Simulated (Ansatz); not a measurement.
The cell is built on a prototype and need not be the phase stable at ambient conditions.

By PBEsol, the system below comes out a metal.

Input:

```yaml
crystal:
  lattice:
    - [2.80009, 0.00000, 0.00000]
    - [0.00000, 2.86182, 0.00000]
    - [0.00000, -1.43091, 2.47840]
  atoms:
    - { symbol: Re, position: [0.00000, 0.00000, 0.00000] }
    - { symbol: C, position: [0.50000, 0.33333, 0.66667] }
```

Space group of this cell: P-6m2. The cell was relaxed by PBE-D3(BJ); by PBEsol its mean pressure is -2.7 GPa.

The current flows along the normal of the first two printed cell vectors. No spin-orbit coupling; the value is a mean over 0.1 eV about the Fermi level.

Problem. State the ballistic conductance per area according to PBEsol (Ansatz, an electronic-structure program).

Solution. 0.93 × 10¹⁵ S/m² for both spins.
